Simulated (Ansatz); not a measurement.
**Cd(GaSe2)2: band gap against strain**

Cd(GaSe2)2 (I-4, 25.251 Å³/atom and stress up to 0.01 GPa in the relaxed cell, c along z) under an equal strain ε along all three axes. PBEsol in Ansatz, a plane-wave DFT program (PAW, default set), 420 eV, 8×8×8 Γ-centred mesh, Fermi-Dirac smearing 0.05 eV; ions are relaxed, or left where forces stay under 0.02 eV/Å, within the symmetry of each cell. Gaps are the smallest over the k-mesh and a band path, without spin-orbit coupling; in all rows the valence edge lies at Γ and the conduction edge at Γ.

Here s stands for strain and Eg for gap.

```csv
strain (%),gap (eV)
0.00,1.366
0.75,1.339
1.50,1.307
2.25,1.271
3.00,?
```

Task: Using a straight line, estimate the missing Eg at s = 3.00 from the other rows, showing the fit.

Result: Means: s 1.1250, Eg 1.3208. About the means, the sum of products is -0.11888 and the sum of squares of s is 2.8125; the slope is their ratio. Least squares gives Eg = 1.3683 - 0.04227·s. Residuals (row less fit): -0.0023, 0.0024, 0.0021, -0.0022; standard error 0.0032 (degrees of freedom: 2). Over these rows the gap moves by -4.2 ± 0.2 eV per unit strain, or -1.4 eV per unit of ln V. At the withheld row, Eg = 1.3683 - 0.04227 × 3.00 = 1.2415 eV. The calculation gives 1.230 eV, 0.0115 eV below the prediction (8.5 % of the range of Eg in the table). The row lies outside the fitted rows, so this is an extrapolation. From the scatter of the fitted rows alone, a prediction at this place has a standard error of 0.0050 eV, so the miss is 2.3 times that.

The start is a measured cell from the literature; how it stands against other phases or cation orders wasn't checked. Spin-orbit coupling is left out, which can shift this property for Cd(GaSe2)2. Rows are the converged runs of the series near zero and its far end; series whose fitted rows scatter by over a few per cent of the range, as at a crossing or softening among them, aren't shown in this form, nor equations of state whose B0' disagrees with the runs' pressures. Most that stay on the fit to the last digits aren't either.
